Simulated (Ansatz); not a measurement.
SnTe: response to strain

The parent structure is SnTe in the rock salt structure (space group Fm-3m, No. 225; a = 6.370 Å). Axes: x, y, z lie along the cube axes.

Strains are applied to the cell and any free atomic positions relax; under biaxial strain the out-of-plane vector relaxes too.

Computed with Ansatz (a program for electronic structure) r2SCAN, no SOC.

Notes on the quantities. energy relative to the base: free energy F.

| case | band gap | volume per atom | energy relative to the base |
|---|---|---|---|
| base | 0.13 eV | 32.30 Å³ | 0 meV/atom |
| biaxial strain −3.00 %, plane normal [001], relaxed out of plane | zero | 30.44 Å³ | +26 meV/atom |
| biaxial strain −2.50 %, plane normal [001], relaxed out of plane | zero | 30.74 Å³ | +18 meV/atom |
| biaxial strain −2.00 %, plane normal [001], relaxed out of plane | zero | 31.05 Å³ | +11 meV/atom |
| biaxial strain −1.50 %, plane normal [001], relaxed out of plane | zero | ___ | ___ |
| biaxial strain −1.00 %, plane normal [001], relaxed out of plane | 0.06 eV | 31.68 Å³ | +2.7 meV/atom |
| biaxial strain −0.50 %, plane normal [001], relaxed out of plane | 0.10 eV | 31.99 Å³ | +0.7 meV/atom |

Question: Fill in the withheld entries from the trend.

Answer: 
- biaxial strain −1.50 %, plane normal [001], relaxed out of plane, volume per atom: 31.36 Å³
- biaxial strain −1.50 %, plane normal [001], relaxed out of plane, energy relative to the base: +6.2 meV/atom

Spin-orbit coupling, missing from the scalar runs, can matter with Te. Whether these cells are dynamically stable was not tested. The final runs are not spin-polarised. Gaps under 0.05 eV, about the width of the smearing, are given as zero. A zero or small gap of SnTe can be the functional's error rather than a property of the material.
